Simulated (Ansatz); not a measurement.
YCo5 (P6/mmm, No. 191), treated with LDA (PAW; Ansatz, a program for electronic structure).

Settings: plane-wave cutoff 520 eV, 12×12×14 k mesh (along the axes of the cell as run), Fermi–Dirac smearing 0.05 eV, spin-polarised with parallel moments, scalar-relativistic PAW data made under PBE.

Computed at the level's own relaxed cell.

Task: Give the computed lattice constant a, c axis length and bulk modulus.

Result: 
* **lattice constant a**: 4.772 Å
* **c axis length**: 3.852 Å
* **bulk modulus**: 173 GPa

The run finds no gap.

Note: the magnetic order was assumed, not searched for or taken from measurement; the relaxation could not lower the start's symmetry, so the cell can be a saddle point above a distorted one; the bulk modulus is −V dP/dV from two relaxed cells at ±2 % in volume; the volume lies 10 % below that of the published cell.

The computed numbers hold no vibrational or temperature effects.
